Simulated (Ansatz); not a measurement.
The starting structures come from a database of crystals and need not be the phases stable at ambient conditions.

 Where the default PAW files enter, the runs use the earlier of Ansatz's two default sets.

By LDA, the system below comes out a metal.

The ballistic (Sharvin) conductance counts the channels at the Fermi level: G/A = (e²/h) × channels of both spins per area.

Given:

```yaml
crystal:
  lattice:
    - [2.87999, 0.00000, 0.00000]
    - [0.00000, 2.87999, 0.00000]
    - [0.00000, 0.00000, 5.27942]
  atoms:
    - { symbol: Si, position: [0.50000, 0.50000, 0.72051] }
    - { symbol: Si, position: [0.50000, 0.50000, 0.27949] }
    - { symbol: Ru, position: [0.00000, 0.00000, 0.00000] }
```

Space group of this cell: P4/mmm. The cell is taken as given; by LDA its mean pressure is -8.8 GPa.

The current flows along the normal of the first two printed cell vectors, the (001) plane of the conventional cell. No spin-orbit coupling; the value is a mean over 0.1 eV about the Fermi level.

Task: State the ballistic conductance per area according to LDA run with Ansatz (an electronic-structure program).

Result: 0.35 × 10¹⁵ S/m² for both spins.
